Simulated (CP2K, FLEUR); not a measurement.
A CP2K input for a self-consistent single point of InSe (P6_3/mmc, 8 atoms in the cell) (DFT PBE, GPW, DZVP-MOLOPT-SR-GTH basis, GTH-PBE potentials (GTH_POTENTIALS)):

```
&GLOBAL
  PROJECT run
  RUN_TYPE ENERGY_FORCE
  PRINT_LEVEL LOW
&END GLOBAL
&FORCE_EVAL
  METHOD Quickstep
  STRESS_TENSOR ANALYTICAL
  &DFT
    BASIS_SET_FILE_NAME BASIS_MOLOPT
    POTENTIAL_FILE_NAME GTH_POTENTIALS
    &QS
      METHOD GPW
      EPS_DEFAULT 1E-11
    &END QS
    &MGRID
      CUTOFF 500
      REL_CUTOFF 50
      NGRIDS 5
    &END MGRID
    &SCF
      SCF_GUESS ATOMIC
      EPS_SCF 1E-6
      MAX_SCF 100
      ADDED_MOS 13
      &DIAGONALIZATION
        ALGORITHM STANDARD
      &END DIAGONALIZATION
      &MIXING
        METHOD BROYDEN_MIXING
        ALPHA 0.2
        NBUFFER 10
      &END MIXING
      &SMEAR ON
        METHOD FERMI_DIRAC
        ELECTRONIC_TEMPERATURE [K] 116.05
      &END SMEAR
    &END SCF
    &KPOINTS
      SCHEME MONKHORST-PACK 5 5 1
    &END KPOINTS
    &XC
      &XC_FUNCTIONAL PBE
      &END XC_FUNCTIONAL
    &END XC
    &PRINT
      &MO
        EIGENVALUES T
        OCCUPATION_NUMBERS T
        NDIGITS 8
        FILENAME mo
        &EACH
          QS_SCF 0
        &END EACH
        ADD_LAST NUMERIC
      &END MO
      &MULLIKEN OFF
      &END MULLIKEN
    &END PRINT
  &END DFT
  &SUBSYS
    &CELL
      A 4.10235600 0.00000000 0.00000000
      B -2.05117800 3.55274500 0.00000000
      C 0.00000000 0.00000000 17.68986700
      PERIODIC XYZ
    &END CELL
    &COORD
      SCALED
      In       0.33333300     0.66666700     0.33030000
      In       0.66666700     0.33333300     0.66970000
      In       0.66666700     0.33333300     0.83030000
      In       0.33333300     0.66666700     0.16970000
      Se       0.33333300     0.66666700     0.59732000
      Se       0.66666700     0.33333300     0.40268000
      Se       0.66666700     0.33333300     0.09732000
      Se       0.33333300     0.66666700     0.90268000
    &END COORD
    &KIND In
      BASIS_SET DZVP-MOLOPT-SR-GTH-q13
      POTENTIAL GTH-PBE-q13
    &END KIND
    &KIND Se
      BASIS_SET DZVP-MOLOPT-SR-GTH-q6
      POTENTIAL GTH-PBE-q6
    &END KIND
  &END SUBSYS
  &PRINT
    &FORCES ON
    &END FORCES
    &STRESS_TENSOR ON
    &END STRESS_TENSOR
  &END PRINT
&END FORCE_EVAL
```

Q: Give the FLEUR input for the same structure, mesh, smearing and functional.

A: This is the input that was run; spellings and numerical settings could be chosen otherwise.

Input of the input generator:

```
InSe
&input film=f /
7.7523298388 -0.0000001237 0.0000000000
-3.8761648123 6.7137146408 0.0000000000
0.0000000000 0.0000000000 33.4290038111
1.0
1.0 1.0 1.0

8
49 0.3333333333 0.6666666667 0.3303000000
49 0.6666666667 0.3333333333 0.6697000000
49 0.6666666667 0.3333333333 0.8303000000
49 0.3333333333 0.6666666667 0.1697000000
34 0.3333333333 0.6666666667 0.5973200000
34 0.6666666667 0.3333333333 0.4026800000
34 0.6666666667 0.3333333333 0.0973200000
34 0.3333333333 0.6666666667 0.9026800000

&comp jspins=1 /
&kpt div1=5 div2=5 div3=1 /
&end /
```

```xml
<?xml version="1.0" encoding="UTF-8" standalone="no"?>
<fleurInput fleurInputVersion="0.39">
   <comment>
      InSe                                                                                                
   </comment>
   <calculationSetup>
      <cutoffs Kmax="4.2" Gmax="16.8" GmaxXC="16.8" numbands="0"/>
      <scfLoop itmax="100" minDistance="0.00001" maxIterBroyd="15" imix="Anderson" alpha="0.05" precondParam="0.0" spinf="2.0"/>
      <coreElectrons ctail="T" frcor="F" kcrel="0" coretail_lmax="0"/>
      <xcFunctional name="pbe" relativisticCorrections="F"/>
      <magnetism jspins="1"/>
      <soc l_soc="F" theta="0.0" phi="0.0" spav="F"/>
      <expertModes spex="0" secvar="F"/>
      <geometryOptimization l_f="T" forcealpha="1.0" forcemix="BFGS" epsdisp="0.00001" epsforce="0.00001"/>
      <ldaU l_linMix="F" mixParam="0.05" spinf="1.0"/>
   </calculationSetup>
   <cell>
      <bzIntegration valenceElectrons="116.0" mode="hist" fermiSmearingEnergy="0.00036749">
         <kPointListSelection listName="default-1"/>
         <!-- k-points included here -->
         <xi:include xmlns:xi="http://www.w3.org/2001/XInclude" href="kpts.xml"> </xi:include>
      </bzIntegration>
      <!-- symmetry operations included here -->
      <xi:include xmlns:xi="http://www.w3.org/2001/XInclude" href="sym.xml"> </xi:include>
      <bulkLattice scale="1.0">
         <bravaisMatrix>
            <row-1>    7.7523298387999997    -0.0000001237000000     0.0000000000000000</row-1>
            <row-2>   -3.8761648122999999     6.7137146408000001     0.0000000000000000</row-2>
            <row-3>    0.0000000000000000     0.0000000000000000    33.4290038111000030</row-3>
         </bravaisMatrix>
      </bulkLattice>
   </cell>
   <atomSpecies>
      <species name="Indium (In)" element="In" atomicNumber="49">
         <mtSphere radius="2.38" gridPoints="819" logIncrement="0.016"/>
         <atomicCutoffs lmax="10" lnonsphr="8"/>
         <electronConfig flipSpins="F">
            <coreConfig>(1s1/2) (2s1/2) (2p1/2) (2p3/2) (3s1/2) (3p1/2) (3p3/2) (4s1/2) (3d3/2) (3d5/2) (4p1/2) (4p3/2)</coreConfig>
            <valenceConfig>(5s1/2) (4d3/2) (4d5/2) (5p1/2) (5p3/2)</valenceConfig>
            <stateOccupation state="(5p1/2)" spinUp="0.1666666666667" spinDown="0.1666666666667"/>
            <stateOccupation state="(5p3/2)" spinUp="0.3333333333333" spinDown="0.3333333333333"/>
         </electronConfig>
         <energyParameters s="5" p="5" d="5" f="4"/>
         <lo type="SCLO" l="2" n="4" eDeriv="0"/>
      </species>
      <species name="Selenium (Se)" element="Se" atomicNumber="34">
         <mtSphere radius="2.38" gridPoints="819" logIncrement="0.015"/>
         <atomicCutoffs lmax="10" lnonsphr="8"/>
         <electronConfig flipSpins="F">
            <coreConfig>(1s1/2) (2s1/2) (2p1/2) (2p3/2) (3s1/2) (3p1/2) (3p3/2)</coreConfig>
            <valenceConfig>(4s1/2) (3d3/2) (3d5/2) (4p1/2) (4p3/2)</valenceConfig>
            <stateOccupation state="(4p1/2)" spinUp="0.6666666666667" spinDown="0.6666666666667"/>
            <stateOccupation state="(4p3/2)" spinUp="1.3333333333333" spinDown="1.3333333333333"/>
         </electronConfig>
         <energyParameters s="4" p="4" d="3" f="4"/>
         <lo type="HELO" l="2" n="4" eDeriv="0"/>
      </species>
   </atomSpecies>
   <atomGroups>
      <atomGroup species="Indium (In)">
         <relPos label="                   1">1.000/3.000 -1.000/3.000 .3303000000</relPos>
         <relPos label="                   2">-1.000/3.000 1.000/3.000 -.3303000000</relPos>
         <relPos label="                   3">-1.000/3.000 1.000/3.000 -.1697000000</relPos>
         <relPos label="                   4">1.000/3.000 -1.000/3.000 .1697000000</relPos>
         <force calculate="T" relaxXYZ="TTT"/>
      </atomGroup>
      <atomGroup species="Selenium (Se)">
         <relPos label="                   5">1.000/3.000 -1.000/3.000 -.4026800000</relPos>
         <relPos label="                   6">-1.000/3.000 1.000/3.000 .4026800000</relPos>
         <relPos label="                   7">-1.000/3.000 1.000/3.000 .0973200000</relPos>
         <relPos label="                   8">1.000/3.000 -1.000/3.000 -.0973200000</relPos>
         <force calculate="T" relaxXYZ="TTT"/>
      </atomGroup>
   </atomGroups>
   <output dos="F" band="F" slice="F">
      <checks vchk="F" cdinf="F"/>
      <bandDOS minEnergy="-.5*Htr" maxEnergy="0.5*Htr" sigma="0.015" storeEVData="T"/>
      <vacuumDOS vacdos="F" integ="F" star="F" nstars="0" locx1="0.0" locy1="0.0" locx2="0.0" locy2="0.0" nstm="0" tworkf="0.0"/>
      <unfoldingBand unfoldBand="F" supercellX="1" supercellY="1" supercellZ="1"/>
      <plotting iplot="0" polar="F">
         <plot TwoD="T" vec1="  1.0  0.0  0.0" vec2="  0.0  1.0  0.0" vec3="  0.0  0.0  1.0" zero="  0.0  0.0  0.0" file="plot"/>
      </plotting>
      <chargeDensitySlicing numkpt="0" minEigenval="0.0" maxEigenval="0.0" nnne="0" pallst="F"/>
      <specialOutput eonly="F"/>
      <magneticCircularDichroism mcd="F" energyLo="-10.0" energyUp="0.0"/>
   </output>
  <!-- We include the file relax.xml here to enable relaxations (see documentation) -->
  <xi:include xmlns:xi="http://www.w3.org/2001/XInclude" href="relax.xml"> <xi:fallback/> </xi:include>
</fleurInput>
```

Basis, cutoffs, solver keys and any potentials are the target program's own. This input uses DFT, PBE, all-electron FLAPW (FLEUR), scalar-relativistic valence.

The starting cell comes from a database of computed structures (which also holds hypothetical and non-ambient phases and stackings), without a prior relaxation at this level. Its lattice was rescaled by a random factor within 2.5 % of one.
